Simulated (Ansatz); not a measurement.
Take ZrO2 (space group P4_2/nmc, No. 137; a = 3.6210 Å, c = 5.2828 Å) as the base.

Structures relaxed with DFT with PBE, PAW potentials and a 420 eV plane-wave cutoff in Ansatz (a first-principles code), scalar-relativistic without spin-orbit coupling.

Base:

Simulated powder pattern, Co Kα, λ = 1.79026 Å (kinematic, ideal powder, no thermal factors, no anomalous dispersion; the 14 strongest lines at most, above 2 %, up to 2θ = 90°):

```csv
2θ (°),I/Imax (%),hkl
34.88,100,(101)
39.62,9.3,(002)
40.93,13,(110)
58.27,36,(112)
59.26,19,(200)
68.84,14,(103)
70.64,27,(211)
73.65,7.3,(202)
85.34,2.2,(004)
88.72,6.1,(220)
```

After one change:

Simulated powder pattern, Co Kα, λ = 1.79026 Å (kinematic, ideal powder, no thermal factors, no anomalous dispersion; the 14 strongest lines at most, above 2 %, up to 2θ = 90°):

```tsv
2θ (°)	I/Imax (%)
36.48	100
42.23	7.3
42.45	14
61.43	38
61.60	19
73.45	13
73.76	27
77.52	6.3
```

Question: Which change produced these results?
A) pressure 0.9 GPa
B) pressure 9 GPa
C) pressure 30 GPa
D) pressure 2.1 GPa

Answer: C, pressure 30 GPa. Its volume per atom is 10.12 Å³ against 11.54 Å³, and its space group is P4_2/nmc (No. 137).

Load acts through the strain it causes; cell and atoms are relaxed under it. Stability against distortions was not tested. No other phases were tried under pressure. This is not the structure that ZrO2 has at room temperature and ambient pressure.
